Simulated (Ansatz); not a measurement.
**MgO, pressure series**

Take MgO in the rock salt structure (space group Fm-3m, No. 225) as the base.

```yaml
crystal:
  lattice:
    - [0.00000, 2.12693, 2.12693]
    - [2.12693, 0.00000, 2.12693]
    - [2.12693, 2.12693, 0.00000]
  atoms:
    - { symbol: Mg, position: [0.50000, 0.50000, 0.50000] }
    - { symbol: O, position: [0.00000, 0.00000, 0.00000] }
```

Cell and atoms are relaxed at each pressure.

Computed with PBE, PAW, 420 eV (Ansatz, a program for electronic structure; spin-orbit coupling left out).

```tsv
pressure (GPa)	band gap (eV)
-2	4.33
-1	4.40
0	4.46
0.3	4.48
0.7	4.50
1.5	4.55
3	4.64
5	?
10	5.04
```

Fit E_g = E₀ + αP + βP² to the rows shown and predict the withheld row.

Least squares on the printed values gives E₀ = 4.46 eV, α = 62.0 meV/GPa, β = -0.39 meV/GPa² (largest residual 0.00 eV); this predicts 4.76 eV, and the run gives 4.76 eV, in agreement.

Load acts through the strain it causes; cell and atoms are relaxed under it. Stability against distortions was not tested. Competing high-pressure phases were not computed. The base started in P3_121 and relaxed to Fm-3m at this level.
